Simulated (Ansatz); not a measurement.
Start from IrO$_{2}$ in the rutile structure (space group P4_2/mnm, No. 136; a = 4.472 Å, c = 3.154 Å).

One thing is altered: an isotropic linear strain of +2.84 %; the atoms relax in the strained cell.

Levels (all Ansatz, an electronic-structure program, PAW): PBEsol (420 eV, no spin-orbit coupling); PBEsol+SOC (420 eV, noncollinear with spin-orbit coupling).

The geometry is relaxed with PBEsol.

```
Quantity            Result
---------------  ---------
PBEsol pressure  -21.0 GPa
```

**Question.** What does PBEsol+SOC give at this geometry for the pressure?

**Answer.** The pressure goes up by 1.6 GPa (-21.0 GPa → -19.4 GPa).

Single points use the geometry relaxed with PBEsol. The spin-orbit shifts are approximate. Stability against distortions was not tested. No Hubbard U is applied, and correlation can decide whether such a compound is a metal. The runs without spin-orbit coupling are not spin-polarised.
